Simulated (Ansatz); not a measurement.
The structure below was relaxed with Ansatz (an electronic-structure program) PBEsol, spin-orbit coupling left out, at pressure 4.5 GPa.

```yaml
crystal:
  lattice:
    - [0.00000, 2.21062, 2.21062]
    - [2.21062, 0.00000, 2.21062]
    - [2.21062, 2.21062, 0.00000]
  atoms:
    - { symbol: C, position: [0.00000, 0.00000, 0.00000] }
    - { symbol: Ta, position: [0.50000, 0.50000, 0.50000] }
```

### Question
Find the space group and the Wyckoff positions.

### Answer
Space group Fm-3m (No. 225); a = b = c = 4.421 Å, α = β = γ = 90.00°

```json
[
 {"atom": "C", "site": "4a", "symmetry": "m-3m", "x": "0.0000", "y": "0.0000", "z": "0.0000"},
 {"atom": "Ta", "site": "4b", "symmetry": "m-3m", "x": "0.5000", "y": "0.5000", "z": "0.5000"}
]
```

### Question
Describe the coordination.

### Answer
The crystal has 8 atoms in its conventional cell. Conventional cell: a = 4.4212 Å, b = 4.4212 Å, c = 4.4212 Å, α = 90.00°, β = 90.00°, γ = 90.00°. C is surrounded by 6 Ta at 2.211 Å (octahedral). Ta has 6 C at 2.211 Å and 12 Ta at 3.126 Å. (Neighbours: up to the widest gap in distance over summed covalent radii, below 1.35, at either atom; cation-cation and far metal-metal contacts left out.)

Load acts through the strain it causes; cell and atoms are relaxed under it. Whether these cells are dynamically stable was not tested. The final runs are not spin-polarised. The cell was made from TaC in the rock salt structure (space group Fm-3m, No. 225) by this change: pressure 4.5 GPa.
